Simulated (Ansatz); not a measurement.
The parent structure is KTaO3 in the cubic perovskite structure (space group Pm-3m, No. 221; a = 3.952 Å).

Level of theory: plane-wave PAW DFT at the LDA level (Ansatz, a program for electronic structure, 420 eV), no spin-orbit coupling.

Strains are applied to the cell and any free atomic positions relax.

One change was made to it. Results:

```csv
quantity,base,after
pressure,-0.01 GPa,-3.77 GPa
mean gap deformation potential ΔEg/Δln V,–,-2.1 eV
gap character,"indirect, R → Γ","indirect, R → Γ"
```

### Question
What was done to the base?
A. isotropic strain +1.80 %
B. isotropic strain +1.20 %
C. isotropic strain +0.60 %

### Answer
C, isotropic strain +0.60 %. For comparison, the pressure in the other runs: isotropic strain +1.20 % gives -7.22 GPa; isotropic strain +1.80 % gives -10.37 GPa.

Spin-orbit coupling, missing from the scalar runs, can matter with Ta. Whether these cells are dynamically stable was not tested.
